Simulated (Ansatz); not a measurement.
# Competing hops of Ag vacancy in fcc Ag, neutral cell

System: Ag vacancy in fcc Ag (neutral cell). Calculation: PBE, PAW (plane waves to 420 eV; Ansatz, an electronic-structure program).

Settings: 32 host sites, the relaxed PBE lattice, a 2×2×2 k-point mesh shifted by half a step, smearing 0.10 eV, spin-restricted, no image-charge correction. Static, classical nuclei. Forms of the defect that were not tried may lie lower.

Barriers: single points on a 4×4×4 k-point mesh shifted by half a step at the bands' geometries (they differ from the bands' own by up to 0.07 eV, and are uncertain by about as much).

```
Route                                                     Start site over the lowest site run (eV)  Hop (Å)  Forward barrier (eV)  Backward barrier (eV)                   Neighbours at the start      Neighbours at the saddle                        Saddle order  Forward, on the band's own sampling (eV)
--------------------------------------------------------  ----------------------------------------  -------  --------------------  ---------------------  ----------------------------------------  ----------------------------  ----------------------------------  ----------------------------------------
one Ag atom jumps into the vacancy from a nearby Ag site                                      0.00     2.89                  0.59                   0.59  4 Ag at 2.92, 6 Ag at 2.94, Ag at 2.95 Å  4 Ag at 2.71, 4 Ag at 3.19 Å  not checked, on a symmetry element                                      0.53
```

Paths come from nudged elastic bands with a climbing image.  A band can be held on a symmetry element, so unchecked saddle points there may be too high.

The whole set of runs took around 0.7 core-hours (rough).
